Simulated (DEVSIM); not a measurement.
System: illuminated Si p-on-n cell, one wavelength, with a back-surface field, at 250 K.

```csv
layer (left to right),material,thickness (μm),Nd (cm⁻³),Na (cm⁻³),τn (s),τp (s),absorption coefficient (cm⁻¹)
1,Si,0.0930,-,9.4e18,1.7e-7,9.5e-8,39000
2,Si,200,1.1e16,-,5e-7,5e-7,39000
3,Si,0.160,1.1e18,-,5e-7,5e-7,39000
```

Left contact: ohmic, minority electron recombination velocity 8000 cm/s. Right contact: ohmic, minority hole recombination velocity 1e5 cm/s. Voltage is applied to the left contact. Recombination: SRH at mid-gap, radiative, Auger. Light enters at the left, 4e16 photons cm⁻² s⁻¹, one pass, no reflection. Mobility is constant in doping. Where it depends on doping, it is μmin + (μ − μmin)/(1 + (N/Nref)^α).

Constants are typed, rounded textbook-type inputs, not results; the design itself was drawn at random and stands for no fabricated device. Values at 300 K; Nc and Nv go as T^1.5, mobilities as T to minus their exponent, the gap by Varshni's rule with the affinity fixed. The table also holds parameters that only a changed run uses.

```csv
parameter,Si
gap (eV),1.124
affinity (eV),4.05
permittivity,11.7
Nc (cm⁻³),2.86e19
Nv (cm⁻³),3.1e19
μn (cm²/Vs),1417
μp (cm²/Vs),470
"μn,min",52
"μp,min",45
"Nref,n",9.7e16
"Nref,p",2.2e17
αn,0.68
αp,0.72
T exponent of μn,2.3
T exponent of μp,2.2
B (cm³/s),4.7e-15
Cn (cm⁶/s),2.8e-31
Cp (cm⁶/s),9.9e-32
Varshni α (eV/K),0.000473
Varshni β (K),636
```

Simulated with DEVSIM: 1D drift-diffusion, Boltzmann statistics, complete ionisation; no tunnelling, impact ionisation, image-force lowering or self-heating.

Base results: dark forward voltage at 1 A/cm² (V) 0.767; open-circuit voltage (V) 0.649; potential step across the device at zero bias (V) 1.052; largest power (mW/cm²) 3.54.

Problem. What follows from this one change: minority lifetime in layer 2 5e-07 → 5e-06 s?

Solution. dark forward voltage at 1 A/cm² 0.767 → 0.791 V; open-circuit voltage 0.649 → 0.674 V; potential step across the device at zero bias little changed (1.052 V); largest power 3.54 → 3.70 mW/cm².

Problem. What follows from this one change: thickness of layer 2 200 → 1000 μm?

Solution. dark forward voltage at 1 A/cm² 0.767 → 0.789 V; open-circuit voltage little changed (0.649 V); potential step across the device at zero bias little changed (1.052 V); largest power little changed (3.54 mW/cm²).

Problem. What follows from this one change: doping Na of layer 1 9.4e+18 → 9.4e+17 cm^-3?

Solution. dark forward voltage at 1 A/cm² little changed (0.767 V); open-circuit voltage little changed (0.648 V); potential step across the device at zero bias 1.052 → 1.002 V; largest power little changed (3.54 mW/cm²).
